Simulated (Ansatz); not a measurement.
Take GaN in the zinc blende structure (space group F-43m, No. 216) as the base.

```xyz
2
Lattice="0.0000 2.2743 2.2743 2.2743 0.0000 2.2743 2.2743 2.2743 0.0000" Properties=species:S:1:pos:R:3 pbc="T T T"
N      3.4114     3.4114     3.4114
Ga     0.0000     0.0000     0.0000
```

Level of theory: PBE (Ansatz, an electronic-structure program; PAW; 420 eV plane waves; no SOC).

```json
[
 {"level": "PBE", "band gap": "1.54 eV", "lattice parameter a": "4.549 Å", "electron mass at Γ": "0.141 mₑ"}
]
```

Question: What does experiment give, and how far off is each level?

Answer: Measured: band gap 3.48 eV (static lattice; corrected from measurement; as listed in I. Vurgaftman, J. R. Meyer, L. R. Ram-Mohan, Journal of Applied Physics (2001)); lattice parameter a 4.5 Å (room temperature; as listed in I. Vurgaftman, J. R. Meyer, L. R. Ram-Mohan, Journal of Applied Physics (2001)); electron mass at Γ 0.15 mₑ (temperature not stated; as listed in I. Vurgaftman, J. R. Meyer, L. R. Ram-Mohan, Journal of Applied Physics (2001)). Computed minus measured — band gap: PBE -1.94 eV; lattice parameter a: PBE +1.1 %; electron mass at Γ: PBE -6 %. Measured values not marked as corrected hold thermal and zero-point effects that the static-lattice runs lack. A measured gap can be an optical one, lowered by exciton binding. Levels without spin-orbit coupling miss its lowering of the gap, often about a third of the valence-band splitting.

Effective masses come from finite differences of ±0.01 Å⁻¹. No phonon test of stability was made. This is not the structure that GaN has at room temperature and ambient pressure.
